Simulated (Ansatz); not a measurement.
## Si (Fd-3m): band-edge transport data

Data:

```yaml
crystal:
  lattice:
    - [0.00000, 2.73514, 2.73514]
    - [2.73514, 0.00000, 2.73514]
    - [2.73514, 2.73514, 0.00000]
  atoms:
    - { symbol: Si, position: [0.25000, 0.25000, 0.25000] }
    - { symbol: Si, position: [0.00000, 0.00000, 0.00000] }
```

All values below come from PBE, rigid bands (plane waves, PAW, scalar-relativistic; Ansatz, a program for electronic structure). Condition of this run: functional PBE, cell relaxed with it. How the cell was made: cell and atoms relaxed with PBE.

```yaml
band_gap: 0.61 eV
electron conductivity mass (300 K, dilute): 0.29 mₑ
hole conductivity mass (300 K, dilute): 0.33 mₑ
effective density of states N_c (300 K): 3.1e19 cm⁻³
effective density of states N_v (300 K): 3.6e19 cm⁻³
density_of_states_mass_electrons: 1.16 mₑ
density_of_states_mass_holes: 1.26 mₑ
Seebeck coefficient, n-type 1e19 cm⁻³, 300 K: -311 μV/K
Seebeck coefficient, p-type 1e19 cm⁻³, 300 K: 320 μV/K
best p-type power factor at 300 K for τ = 10 fs (best axis; densities from 1e16 to 1e21 cm⁻³ tried, whether or not they can be reached): 16.4 μW/(cm·K²) at 1e20 cm⁻³
```

Rigid bands; masses and Seebeck coefficients take one relaxation time τ for all states and one kind of carrier; polarons and phonon drag are left out. Spin-orbit coupling is left out; where it splits the top of the valence band, N_v and the p-type Seebeck coefficient come out somewhat high without it.
